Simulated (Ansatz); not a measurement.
Be (hcp (Mg type), P6_3/mmc); conventional cell a = 2.2626 Å, b = 2.2626 Å, c = 3.5393 Å, α = 90.00°, β = 90.00°, γ = 120.00°.

Task: By how much do the lattice constants and the volume change from 300 K to 950 K (quasi-harmonic lattice dynamics, Ansatz, an electronic-structure program, PBEsol functional, plane-wave PAW), and how far does the bulk modulus soften?

Result: a by 1.12 %, c by 0.88 %, the volume by 3.16 %; B_T goes from 117 to 105 GPa. No phase change or melting is allowed for: the numbers belong to this structure as given.
